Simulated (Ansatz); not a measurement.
Cost and result by functional for the surface energy of the (21-33) surface of hcp Cd in its 1x1 cell, outermost plane spacing 0.15 Å in the ideal cut, in Ansatz (plane waves, PAW). Single points on the PBE structure, on one kind of machine; costs are rough ratios of the slab run's core time (references not counted) to the cheapest single point. r2SCAN's cost holds its higher cutoff (500 against 420 eV). Differences are taken against r2SCAN for comparison alone: no measured value is at hand, so the table doesn't rank accuracy.

Model: 24-atom slab, 9.8 Å thick at the start (thin: gaps and levels are the slab's own), 6x5x1 mesh, Fermi-Dirac 0.1 eV, dipole correction, all atoms relaxed; held to the start's symmetry, so lower structures may exist; no spin, no spin-orbit, no U. These notes are the PBE run's.

```
functional                     relative cost  surface energy (J/m²)  less r2SCAN (J/m²)
-----------------------------  -------------  ---------------------  ------------------
RPBE                                       1                   0.31               -0.33
PBEsol                                     1                   0.69                0.05
LDA                                        2                   0.78                0.14
r2SCAN                                     2                   0.64                0.00
PBE (the relaxed run's value)              –                   0.47               -0.17
```

The values span 0.47 J/m², while the single points' costs differ by a factor of roughly 2. Differences are of unrounded values.

Ansatz is an electronic-structure program.
